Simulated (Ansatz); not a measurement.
What tensor shear ε_xy = +2.00 % does to PbS

Start from PbS in the rock salt structure (space group Fm-3m, No. 225; a = 5.9027 Å). Axes: x, y, z lie along the cube axes.

It is then changed as follows: tensor shear ε_xy = +2.00 % (engineering shear γ = 0.0400), atoms relaxed at fixed cell.

Method: Ansatz (a program for electronic structure) PBEsol, no spin-orbit coupling. Γ-centred 10×10×10 mesh, Fermi–Dirac width 0.05 eV.

The space group changes from Fm-3m (No. 225) to Immm (No. 71) and the shortest interatomic distance is still 295.1 pm. The energy grows by 2.5 meV/atom and the band gap goes from 0.19 eV to zero. The stress (xx, yy, zz, yz, xz, xy; compression positive) amounts to (0.0, 0.0, 0.0, 0.0, 0.0, -0.8) GPa (rough).

Final structure:

```xyz
2
Lattice="0.0590 2.9513 2.9513 2.9513 0.0590 2.9513 3.0104 3.0104 0.0000" Properties=species:S:1:pos:R:3 pbc="T T T"
Pb     0.0000     0.0000     0.0000
S      3.0104     3.0104     2.9513
```

The mesh was chosen for an insulator and is coarse for the gapless case. Without a gap, meshes like the base's 10×10×10 leave anisotropic stresses uncertain by several tenths of a GPa, and small strain energies with them. Spin-orbit coupling, missing from the scalar runs, can matter with Pb. The cells carry an imposed strain or load. Whether these cells are dynamically stable was not tested. All final runs are without spin polarisation. The zero or small gap of PbS can change with the level of theory.
